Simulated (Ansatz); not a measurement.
What biaxial strain −0.90 %, plane normal [001], relaxed out of plane does to SiC

The parent structure is SiC (space group P6_3mc, No. 186; a = 3.094 Å, c = 10.129 Å). Axes: x lies along a and z along c of the hexagonal cell.

The change: biaxial strain −0.90 %, plane normal [001], relaxed out of plane (Cartesian); in-plane vectors clamped, the third vector and the atoms free.

All numbers come from PBE in Ansatz (plane waves to 420 eV, PAW, without spin-orbit coupling), earlier PAW set. Γ-centred 12×12×4 mesh, Fermi–Dirac width 0.05 eV.

The volume per atom decreases by 0.17 Å³ (10.50 Å³ → 10.33 Å³) and the shortest interatomic distance drops by 0.0127 Å to 1.881 Å. The band gap falls by 0.067 eV, from 2.22 eV to 2.16 eV and the gap character remains indirect, Γ → M. The smallest direct gap shrinks by 0.03 eV, from 3.34 eV to 3.31 eV and the width of the top valence band grows by 0.10 eV, from 2.43 eV to 2.53 eV. The electron mass amounts to 0.54 mₑ along k, 0.29 mₑ across (at M) and the valence-band top at Γ (three highest levels, from the VBM) goes from 0.00, 0.00, -0.05 eV to 0.00, 0.00, -0.16 eV. The out-of-plane strain amounts to +0.18 % and the ratio −ε⊥/ε∥ comes out as 0.20.

Masses are band curvatures over ±0.01 Å⁻¹ around the edge. Along k means along the line from Γ to the band edge. Whether these cells are dynamically stable was not tested.

Ansatz is a program for electronic structure.
